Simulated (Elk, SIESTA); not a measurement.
A SIESTA input for a self-consistent single point of AgAu3 (Pm-3m, 4 atoms in the cell) (DFT, GGA PBEsol, numerical atomic orbitals DZP, PseudoDojo PBEsol standard norm-conserving potentials (rewritten from UPF to PSML)):

```
# files in the folder: Ag.psml Au.psml (PseudoDojo PBEsol standard)
SystemName  AgAu3
SystemLabel agau3

NumberOfAtoms                4
NumberOfSpecies              2
%block ChemicalSpeciesLabel
  1 47 Ag
  2 79 Au
%endblock ChemicalSpeciesLabel
LatticeConstant              1.0 Ang
%block LatticeVectors
     4.121630000    0.000000000    0.000000000
     0.000000000    4.121630000    0.000000000
     0.000000000    0.000000000    4.121630000
%endblock LatticeVectors
AtomicCoordinatesFormat      Bohr
%block AtomicCoordinatesAndAtomicSpecies
     3.894375944    3.894375944    3.894375944  1
     3.894375944    0.000000000    0.000000000  2
     0.000000000    3.894375944    0.000000000  2
     0.000000000    0.000000000    3.894375944  2
%endblock AtomicCoordinatesAndAtomicSpecies

XC.functional                GGA
XC.authors                   PBEsol
PAO.BasisSize                DZP
PAO.EnergyShift              0.01 Ry
MeshCutoff                   300 Ry
%block kgrid.MonkhorstPack
    6   0   0  0.0
    0   6   0  0.0
    0   0   6  0.0
%endblock kgrid.MonkhorstPack
OccupationFunction           FD
ElectronicTemperature        1160.45 K

MaxSCFIterations             150
SCF.Mixer.Method             Broyden
SCF.Mixer.Weight             0.25
SCF.Mixer.History            8
SCF.DM.Tolerance             1.0E-05
Diag.ParallelOverK           true
WriteForces                  true
```

Question: Write the same calculation as an input for Elk.

Answer: This is the input that was run; spellings and numerical settings could be chosen otherwise.

```
tasks
  0

xctype
  22

rgkmax
  8.0

gmaxvr
  16.0

nxoapwlo
  1

rmtscf
  0.92

stype
  3

swidth
  0.00367493

avec
    7.7887518870    0.0000000000    0.0000000000
    0.0000000000    7.7887518870    0.0000000000
    0.0000000000    0.0000000000    7.7887518870

atoms
  2   : nspecies
  'Ag.in'   : spfname
  1   : natoms; atposl, bfcmt below
  0.5000000000  0.5000000000  0.5000000000    0.0 0.0 0.0
  'Au.in'   : spfname
  3   : natoms; atposl, bfcmt below
  0.5000000000  0.0000000000  0.0000000000    0.0 0.0 0.0
  0.0000000000  0.5000000000  0.0000000000    0.0 0.0 0.0
  0.0000000000  0.0000000000  0.5000000000    0.0 0.0 0.0

ngridk
  6 6 6
```

Basis, cutoffs, solver keys and any potentials are the target program's own. This input uses DFT, PBEsol, all-electron FP-LAPW, Elk's shipped species files, LAPW+lo basis.

The starting cell comes from a database of computed structures (which also holds hypothetical and non-ambient phases and stackings), without a prior relaxation at this level.
